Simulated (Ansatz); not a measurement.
Consider HgS in the zinc blende structure (space group F-43m, No. 216; a = 5.8759 Å). Axes: x, y, z lie along the cube axes.

Computed with PBEsol (Ansatz, a first-principles code, PAW, scalar-relativistic without spin-orbit coupling).

Before the change:

* **Volume per atom**: 25.36 Å³
* **Pressure**: 0.0 GPa

It is then changed as follows: compressive biaxial strain of 0.83 % in the plane normal to [111], as in epitaxy on a mismatched substrate; the out-of-plane cell vector and the atoms relax.

Task: Estimate the effect on the volume per atom.

Result: The volume per atom falls by 0.22 Å³ (25.36 Å³ → 25.14 Å³).

Task: Estimate the effect on the energy relative to the base.

Result: The energy grows by 1.0 meV/atom.

Task: How does this affect the pressure?

Result: The pressure (mean of the normal stresses, compression positive) goes from zero to 0.5 GPa.

The mesh was chosen for an insulator and is coarse for the gapless case. Stability against distortions was not tested. The final runs are not spin-polarised.
